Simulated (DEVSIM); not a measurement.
System: Si n+/n-/n+ resistor, at 350 K.

| layer (left to right) | material | thickness (μm) | Nd (cm⁻³) | τn (s) | τp (s) |
|---|---|---|---|---|---|
| 1 | Si | 0.520 | 1.1e17 | 0.00018 | 0.00018 |
| 2 | Si | 0.550 | 1.6e14 | 0.00018 | 0.00018 |
| 3 | Si | 0.570 | 1e18 | 0.00018 | 0.00018 |

Left contact: ohmic. Right contact: ohmic. Voltage is applied to the left contact. Recombination: SRH at mid-gap, Auger. Mobility is μmin + (μ − μmin)/(1 + (N/Nref)^α).

Constants are typed, rounded textbook-type inputs, not results; the design itself was drawn at random and stands for no fabricated device. Values at 300 K; Nc and Nv go as T^1.5, mobilities as T to minus their exponent, the gap by Varshni's rule with the affinity fixed.

| parameter | Si |
|---|---|
| gap (eV) | 1.124 |
| affinity (eV) | 4.05 |
| permittivity | 11.7 |
| Nc (cm⁻³) | 2.86e19 |
| Nv (cm⁻³) | 3.1e19 |
| μn (cm²/Vs) | 1417 |
| μp (cm²/Vs) | 470 |
| μn,min | 52 |
| μp,min | 45 |
| Nref,n | 9.7e16 |
| Nref,p | 2.2e17 |
| αn | 0.68 |
| αp | 0.72 |
| T exponent of μn | 2.3 |
| T exponent of μp | 2.2 |
| Cn (cm⁶/s) | 2.8e-31 |
| Cp (cm⁶/s) | 9.9e-32 |
| Varshni α (eV/K) | 0.000473 |
| Varshni β (K) | 636 |

DEVSIM, 1D drift-diffusion, Boltzmann statistics, complete ionisation; no tunnelling, impact ionisation, image-force lowering or self-heating.

Question: Give the dark forward current.

Answer: 
```tsv
V (V)	J (A/cm²)
0.05	300
0.10	620
0.20	1300
0.25	1700
0.35	2600
0.40	3000
0.50	4100
0.55	4600
0.65	5800
0.70	6400
0.75	7100
0.85	8400
0.90	9100
1.00	11000
1.05	11000
1.15	13000
1.20	14000
1.30	16000
1.35	17000
1.40	18000
1.50	19000
1.55	20000
1.65	22000
1.70	23000
1.80	26000
1.85	27000
1.95	29000
2.00	30000
```
